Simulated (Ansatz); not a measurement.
The reference is TiO$_{2}$ in the rutile structure (space group P4_2/mnm, No. 136; a = 4.6434 Å, c = 2.9638 Å). Axes: x, y, z lie along a, b, c of the conventional cell.

It is then changed as follows: uniaxial strain ε_zz = −0.60 %, all other strain components held at zero, atoms relaxed at fixed cell.

Level of theory: PBE in Ansatz (plane waves to 420 eV, PAW, without spin-orbit coupling).

Base, band edges from the VBM (valence, conduction): A -0.67, 2.56; M -1.03, 1.89; R -0.98, 1.90; X -0.71, 2.50; Z -1.40, 2.90; Γ 0.00, 1.86 eV.

Problem. Give the band edges at the high-symmetry points of the new zone, measured from its valence-band maximum.

Solution. 
```tsv
point	valence edge (eV)	conduction edge (eV)
Γ	0.00	1.88
X	-0.71	2.53
M	-1.04	1.90
Z	-1.40	2.94
R	-0.98	1.93
A	-0.66	2.59
```

The gap is 1.88 eV, direct at Γ.

Whether these cells are dynamically stable was not tested. All final runs are without spin polarisation.

Ansatz is a quantum-chemistry and plane-wave program.
